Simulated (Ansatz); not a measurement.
## Element substitutions in PbTe

Start from PbTe in the rock salt structure (space group Fm-3m, No. 225; a = 6.569 Å).

Each row replaces one element on all its sites; cell and atoms are relaxed.

Levels (all Ansatz, a first-principles code, PAW, earlier PAW set): PBE (420 eV, no spin-orbit coupling); r2SCAN (500 eV, scalar-relativistic without spin-orbit coupling).

The base cell above is that of PBE; each level relaxes its own structures.

```tsv
case	band gap, PBE	band gap, r2SCAN
Te → Ru	zero	zero
Te → Cd	zero	zero
Te → Se	0.44 eV	0.67 eV
```

The two levels differ by at most about 0.23 eV. They put the cases in the same order.

With Pb and Te present, leaving out spin-orbit coupling can change the band edges. No phonon test of stability was made. As relaxed here, RuPb and CdPb are hypothetical phases, not in the database extracts checked. All final runs are without spin polarisation.
